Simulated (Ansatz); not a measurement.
Band structure of SiMo (Pnma, 8 atoms in the cell).

```xyz
8
Lattice="7.7149 0.0000 0.0000 0.0000 4.1363 0.0000 0.0000 0.0000 5.6902" Properties=species:S:1:pos:R:3 pbc="T T T"
Mo     1.3887     1.0341     0.7113
Mo     2.4688     3.1022     3.5564
Mo     6.3262     3.1022     4.9789
Mo     5.2461     1.0341     2.1338
Si     0.2777     1.0341     3.4710
Si     3.5797     3.1022     0.6259
Si     7.4372     3.1022     2.2192
Si     4.1352     1.0341     5.0643
```

Method of the run: PBE (plane waves, PAW; Ansatz, an electronic-structure program).

Settings: basis.ecutwfc = 420 eV; kpoints.mp_grid.grid = 4 7 5; hamiltonian.xc = pbe; hamiltonian.pseudopotentials = {kind: paw} (the program's default PAW files); scf.occupations.method = cold; scf.occupations.width = 0.1 eV; kpoints.band_path.npoints = 16.

The starting cell was generated: these elements placed on a structure prototype, without a prior relaxation; it need not be a known phase or ordering of this composition. Spin polarisation is off.

Levels in eV from the Fermi level, bands 33 to 40:
```
point     33     34     35     36     37     38    39    40
-----  -----  -----  -----  -----  -----  -----  ----  ----
Γ      -0.77  -0.49  -0.47  -0.47  -0.42  -0.09  0.02  0.41
X       0.09   0.09   0.27   0.27   0.33   0.33  0.37  0.37
S      -0.83  -0.83  -0.46  -0.46   0.29   0.29  0.33  0.33
Y      -0.49  -0.49  -0.35  -0.35   0.04   0.04  0.18  0.18
Z      -0.53  -0.53  -0.48  -0.48  -0.01  -0.01  0.19  0.19
U       0.26   0.26   0.26   0.26   0.36   0.36  0.36  0.36
R      -0.11  -0.11  -0.11  -0.11   0.26   0.26  0.26  0.26
T      -0.56  -0.56  -0.32  -0.32  -0.02  -0.02  0.23  0.23
```

Bands cross the Fermi level along this path, so the cell is metallic at this level.

Keys are those of Ansatz 0.2.
